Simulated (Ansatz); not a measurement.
The reference is GaAs in the zinc blende structure (space group F-43m, No. 216; a = 5.746 Å).

All numbers come from PBE (Ansatz, an electronic-structure program; PAW; 420 eV plane waves; scalar-relativistic without spin-orbit coupling).

Before the change:

The smallest direct gap is 0.16 eV and the lattice parameter a comes out as 5.746 Å. The valley order is Γ 0.16 eV; L along ⟨111⟩ 0.87 eV; a point along ⟨100⟩, about 0.9 Å⁻¹ from Γ 1.49 eV.

It is then changed as follows: cell and atoms relaxed at a pressure of 15 GPa.

**Question.** What does the calculation give for the smallest direct gap, lattice parameter a, valley order and hole mass after the change?

**Answer.** The smallest direct gap goes up by 1.28 eV (0.16 eV → 1.44 eV); the lattice parameter a drops by 0.3113 Å (5.746 Å → 5.434 Å); the valley order (the lowest conduction-band minima on the path, energy above the VBM, named in the base's zone) goes from Γ 0.16 eV; L along ⟨111⟩ 0.87 eV; a point along ⟨100⟩, about 0.9 Å⁻¹ from Γ 1.49 eV to a point along ⟨100⟩, about 0.9 Å⁻¹ from Γ 1.21 eV; L along ⟨111⟩ 1.35 eV; Γ 1.44 eV; the hole mass (degenerate bands, along [100]) is 0.073, 0.30, 0.30 mₑ (at Γ).

Load acts through the strain it causes; cell and atoms are relaxed under it. Effective masses come from finite differences of ±0.01 Å⁻¹. Whether these cells are dynamically stable was not tested. Tetrahedral semiconductors of this kind turn to denser phases somewhere between about 1 and 50 GPa; those were not computed, so compressed cells here can lie past the real transition. The zero or small gap of GaAs can change with the level of theory.
